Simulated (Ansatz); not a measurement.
Start from HfN in the rock salt structure (space group Fm-3m, No. 225; a = 4.5259 Å).

All numbers come from Ansatz (a quantum-chemistry and plane-wave program) r2SCAN, no spin-orbit coupling, earlier PAW set.

For the base:

| Property | Result |
|---|---|
| Lattice parameter a | 4.526 Å |

Modification: full substitution N → F, then cell and atoms are relaxed.

What does the calculation give for the lattice parameter a after the change?

The lattice parameter a rises by 0.337 Å to 4.863 Å.

Whether these cells are dynamically stable was not tested. As relaxed here, HfF is a hypothetical phase, not in the database extracts checked. The final runs are not spin-polarised. An odd electron count without spin: HfF and HfN.
